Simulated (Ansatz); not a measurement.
System: LaNi (Cmcm, No. 63; cell taken from a computed entry). Method: PBEsol (plane waves, PAW; Ansatz, a program for electronic structure).

Run with plane-wave cutoff 520 eV, 16×16×12 k mesh (along the axes of the cell as run), Fermi–Dirac smearing 0.05 eV, no spin polarisation, scalar-relativistic PAW data made under PBE.

Cell (relaxed at this level):

```cif
data_La2Ni2
_chemical_formula_sum 'La2 Ni2'
_space_group_name_H-M_alt 'P 1'
_space_group_IT_number 1
_cell_length_a 5.66862
_cell_length_b 5.66862
_cell_length_c 4.28354
_cell_angle_alpha 90.000
_cell_angle_beta 90.000
_cell_angle_gamma 140.969
loop_
_space_group_symop_operation_xyz
  'x, y, z'
loop_
_atom_site_label
_atom_site_type_symbol
_atom_site_fract_x
_atom_site_fract_y
_atom_site_fract_z
_atom_site_occupancy
La1 La 0.86528 0.13472 0.75000 1
La2 La 0.13472 0.86528 0.25000 1
Ni1 Ni 0.57408 0.42592 0.75000 1
Ni2 Ni 0.42592 0.57408 0.25000 1
```

Question: Give the computed bulk modulus B0.

Answer: 
- bulk modulus B0: 61.1 GPa

The run finds no gap.

Note: the bulk modulus is −V dP/dV from two relaxed cells at ±2 % in volume; the relaxation could not lower the start's symmetry, so the cell can be a saddle point above a distorted one.

Spin–orbit coupling is not included.

The computed numbers hold no vibrational or temperature effects.

Computing time: roughly 12 core-minutes.
